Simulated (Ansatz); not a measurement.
Amorphous Si$_{16}$Ba$_{8}$O$_{40}$, 64 atoms at 3.41 g/cm³, one PBE-relaxed geometry, zone centre. Methods: PBE, scalar-relativistic without spin-orbit coupling (Ansatz, a program for electronic structure); r2SCAN, scalar-relativistic without spin-orbit coupling (Ansatz); HSE06, scalar-relativistic without spin-orbit coupling (Ansatz). Plane waves to 420 eV (r2SCAN 500 eV); exact exchange is cut at the cell's faces. At PBE the levels at the filled edge of the gap are localised (band-tail or defect states), and the nearest spread-out levels lie 4.7 eV apart at the zone centre. All rungs ran without spin polarisation.

It comes from a melt-quench run on a machine-learned potential (CHGNet), relaxed afterwards by DFT. O atoms were pushed apart under 1.9 Å during the dynamics, to hinder bonds among them. The hot cell started wider than the set density and was brought back towards it in steps. It is the lowest in DFT energy of 2 quenches. It is a model cell: composition and starting density were chosen by hand, and all elements were melted together. No dispersion term was used. Its density started from a set value of 3.58 and ended at 3.41 g/cm³. The quench (nominally 300 K/ps over its main leg) was far faster than any real one, so the model tends to hold more defects than a real film. A cell of this size samples the disorder only roughly. Volume and shape were free in the relaxation.

The relaxation ran on the zone centre alone. At PBE the level gap is 3.88 eV on a 2×2×2 Γ-centred mesh, and the spacing at the zone centre alone 3.87 eV.

Q: What zone-centre spacing does r2SCAN give, roughly?

A: 4.45 eV (+0.57 eV against PBE).

Q: What zone-centre spacing does HSE06 give, roughly?

A: 5.41 eV (+1.54 eV against PBE).

The highest filled and the lowest empty state spread over these numbers of atoms (participation numbers): PBE: 3.8 and 38.2; r2SCAN: 3.7 and 38.5; HSE06: 3.5 and 32.6.
